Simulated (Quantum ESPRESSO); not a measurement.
**Habitual settings against a tight run: NbH (Cmme, 4 atoms in the cell)**

Self-consistent single point.

```yaml
crystal:
  lattice:
    - [1.88855, 2.44920, 0.00000]
    - [-1.88855, 2.44920, 0.00000]
    - [0.00000, 0.00000, 4.91665]
  atoms:
    - { symbol: Nb, position: [0.25000, 0.25000, 0.73116] }
    - { symbol: Nb, position: [0.75000, 0.75000, 0.26884] }
    - { symbol: H, position: [0.75000, 0.25000, 0.00000] }
    - { symbol: H, position: [0.25000, 0.75000, 0.00000] }
```

Method: PBEsol, GBRV 1.5 ultrasoft (PBESOL) pseudopotentials (plane waves; Quantum ESPRESSO 7.5).

Base settings: ecutwfc = 40 Ry; ecutrho = 320 Ry; occupations = smearing; smearing = fermi-dirac; degauss = 0.0099958 Ry; potentials = {Nb: nb_pbesol_v1.uspp.F.UPF, H: h_pbesol_v1.4.uspp.F.UPF}; K_POINTS = automatic 15 15 9 0 0 0; conv_thr = 1e-09 Ry; mixing_beta = 0.5.

Tight run (finer mesh or higher cutoff; not a proven limit): ecutwfc: 40 Ry → 56 Ry; ecutrho: 320 Ry → 448 Ry; conv_thr: 1e-09 Ry → 7.3e-11 Ry; K_POINTS: automatic 15 15 9 0 0 0 → automatic 21 21 13 0 0 0. It gave Fermi level (on the code's own zero) 14.77 eV; pressure -16.97 GPa; largest force (vector length) 0.127 eV/Å.

Quick runs, as changes from the base:
- A: the base itself
- B: ecutwfc: 40 Ry → 20 Ry; ecutrho: 320 Ry → 160 Ry; K_POINTS: automatic 15 15 9 0 0 0 → automatic 2 2 2 1 1 1
- C: ecutwfc: 40 Ry → 28 Ry; ecutrho: 320 Ry → 224 Ry; conv_thr: 1e-09 Ry → 7.3e-06 Ry; pseudopotentials: {Nb: nb_pbesol_v1.uspp.F.UPF, H: h_pbesol_v1.4.uspp.F.UPF} → {Nb: nb_lda_v1.uspp.F.UPF, H: h_lda_v1.4.uspp.F.UPF}; K_POINTS: automatic 15 15 9 0 0 0 → automatic 4 4 4 0 0 0 [LDA (PZ)]
- D: ecutwfc: 40 Ry → 32 Ry; ecutrho: 320 Ry → 256 Ry; smearing: fermi-dirac → methfessel-paxton; degauss: 0.0099958 Ry → 0.0147 Ry; conv_thr: 1e-09 Ry → 7.3e-06 Ry; K_POINTS: automatic 15 15 9 0 0 0 → automatic 6 6 6 0 0 0
- E: degauss: 0.0099958 Ry → 0.036749 Ry; K_POINTS: automatic 15 15 9 0 0 0 → automatic 4 4 4 1 1 1
- F: ecutwfc: 40 Ry → 28 Ry; ecutrho: 320 Ry → 224 Ry; smearing: fermi-dirac → marzari-vanderbilt; pseudopotentials: {Nb: nb_pbesol_v1.uspp.F.UPF, H: h_pbesol_v1.4.uspp.F.UPF} → {Nb: nb_lda_v1.uspp.F.UPF, H: h_lda_v1.4.uspp.F.UPF}; K_POINTS: automatic 15 15 9 0 0 0 → automatic 8 8 8 0 0 0 [LDA (PZ)]

Energies are extrapolated to zero smearing width, which holds to low order in the width alone (under cold and Methfessel-Paxton smearing the free energy itself is taken).

Dashes: energy of C, F, another energy zero; pressure of C, D, not trusted under this conv_thr with d or f elements.

† marks runs with another functional, U, potentials or spin treatment: their distance from the tight run is not a convergence error alone.

The count of work is k-points × plane waves × bands × iterations; it is no time. 

The starting cell comes from a database of computed structures (which also holds hypothetical and non-ambient phases and stackings), without a prior relaxation at this level. Its lattice was rescaled by a random factor within 2.5 % of one. Spin polarisation is off. In the base run, with a pressure of about -17 GPa the cell is away from its equilibrium volume at this level.

| run | energy less tight (meV/atom) | pressure less tight (GPa) | largest miss in a force vector (eV/Å) | count of work / tight |
|---|---|---|---|---|
| A | 5.7 | -0.07 | 0.001 | 0.23 |
| B | 316.1 | 2.50 | 0.080 | 0.00050 |
| C† | – | – | 0.256 | 0.0048 |
| D | 8.1 | – | 0.058 | 0.015 |
| E | 27.2 | 3.41 | 0.016 | 0.0078 |
| F† | – | -4.97 | 0.028 | 0.040 |

Among the runs at the tight run's level, the energy misses run from 5.7 to 316.1 meV/atom.
